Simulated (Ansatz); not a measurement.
Nb: transverse stress against strain

Nb (bcc, Im-3m, 17.139 Å³/atom at rest, cube axes along x, y and z) under a strain ε along a cube axis (axis z), the other axes held. LDA in Ansatz, a plane-wave DFT program (PAW, default set), 420 eV, 28×28×28 Γ-centred mesh, Fermi-Dirac smearing 0.10 eV; ions are relaxed within the symmetry of each cell. Stress is positive for a compressed cell.

Here s stands for strain and y for stress xx.

```
strain (%)  stress xx (GPa)
----------  ---------------
-1.50                  2.32
-1.00                  1.52
-0.50                  0.75
0.00                   0.00
0.50                  -0.72
1.00                  -1.42
1.50                  -2.10
3.00                      ?
```

The 7 complete rows are fitted with a straight line, y against s. Means: s 0, y 0.050. About the means, the sum of products is -10.305 and the sum of squares of s is 7.0000; the slope is their ratio. Least squares gives y = 0.050 - 1.4721·s. Residuals (row less fit): 0.062, -0.002, -0.036, -0.050, -0.034, 0.002, 0.058; standard error 0.049 (degrees of freedom: 5). The slope gives the elastic constant C12 = 147 ± 1.9 GPa.

Predict the withheld y at s = 3.00 from the fit, and compare with the calculation.

y = 0.050 - 1.4721 × 3.0 = -4.366 GPa. The calculation gives -4.01 GPa, 0.356 GPa above the prediction (5.6 % of the range of y in the table). The row lies outside the fitted rows, so this is an extrapolation. From the scatter of the fitted rows alone, a prediction at this place has a standard error of 0.077 GPa, so the miss is 4.6 times that.

One order more, fitted to all 13 runs of the series, follows each within 0.01, so the miss is the next term of a smooth law. In a metal these values are sensitive to mesh and smearing; energies are taken to zero smearing, stresses follow the free energy. Rows are the converged runs of the series near zero and its far end; series whose fitted rows scatter by over a few per cent of the range, as at a crossing or softening among them, aren't shown in this form. Most that stay on the fit to the last digits aren't either.
